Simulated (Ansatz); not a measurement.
The starting structures come from a database of crystals and need not be the phases stable at ambient conditions.

Data:

```xyz
14
Lattice="7.5202 0.0000 0.0000 0.0023 7.5202 0.0000 0.0000 0.0000 9.3262" Properties=species:S:1:pos:R:3 pbc="T T T"
Cs     3.7374     7.4781     6.9947
Cs     3.7851     0.0421     2.3316
Cs     7.4792     3.7351     2.3316
Cs     0.0433     3.7851     6.9947
Pd     0.0000     0.0000     4.6631
Pd     0.0000     0.0000     0.0000
Cl     5.8793     1.6414     9.2700
Cl     1.6432     5.8788     0.0562
Cl     1.6432     5.8788     4.6069
Cl     5.8793     1.6414     4.7194
Cl     5.8805     5.8787     4.6631
Cl     1.6420     1.6415     4.6631
Cl     1.6420     1.6415     0.0000
Cl     5.8805     5.8787     0.0000
```

Space group of this cell: Cmcm. The cell is taken as given.

Transport runs along the normal of the first two printed cell vectors.

The gap is the functional's own, uncorrected, and κ follows it; spin-orbit coupling is left out. Mid-gap values are interpolated between the computed energies.

### Question
Predict the band gap and the smallest decay constant κ at mid-gap from r2SCAN run with Ansatz (a quantum-chemistry and plane-wave program).

### Answer
Gap 2.02 eV on a 4×4×4 mesh; κ = 0.478 1/Å, at the zone centre.
